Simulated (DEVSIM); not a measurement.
Structure: Si p-i-n diode, at 300 K.

| layer (left to right) | material | thickness (μm) | Nd (cm⁻³) | Na (cm⁻³) | τn (s) | τp (s) |
|---|---|---|---|---|---|---|
| 1 | Si | 0.100 | - | 4.3e18 | 2.3e-7 | 2.3e-7 |
| 2 | Si | 0.300 | 3.9e12 | - | 2.3e-7 | 2.3e-7 |
| 3 | Si | 2.60 | 2.3e18 | - | 2.3e-7 | 2.3e-7 |

Left contact: ohmic. Right contact: ohmic. Voltage is applied to the left contact. Recombination: SRH at mid-gap. Mobility is μmin + (μ − μmin)/(1 + (N/Nref)^α).

Constants are typed, rounded textbook-type inputs, not results; the design itself was drawn at random and stands for no fabricated device. Values at 300 K.

| parameter | Si |
|---|---|
| gap (eV) | 1.124 |
| affinity (eV) | 4.05 |
| permittivity | 11.7 |
| Nc (cm⁻³) | 2.86e19 |
| Nv (cm⁻³) | 3.1e19 |
| μn (cm²/Vs) | 1417 |
| μp (cm²/Vs) | 470 |
| μn,min | 52 |
| μp,min | 45 |
| Nref,n | 9.7e16 |
| Nref,p | 2.2e17 |
| αn | 0.68 |
| αp | 0.72 |

DEVSIM, 1D drift-diffusion, Boltzmann statistics, complete ionisation; no tunnelling, impact ionisation, image-force lowering or self-heating.

The thickness of layer 2 was swept, all else fixed.

| thickness of layer 2 (μm) | dark forward voltage at 1 A/cm² (V) |
|---|---|
| 0.06 | 0.699 |
| 0.1 | 0.699 |
| 0.18 | 0.699 |
| 0.3 | 0.698 |
| 0.51 | 0.696 |
| 0.9 | 0.693 |
| 1.5 | 0.689 |

From the first row to the last the dark forward voltage at 1 A/cm² goes from 0.699 to 0.689.
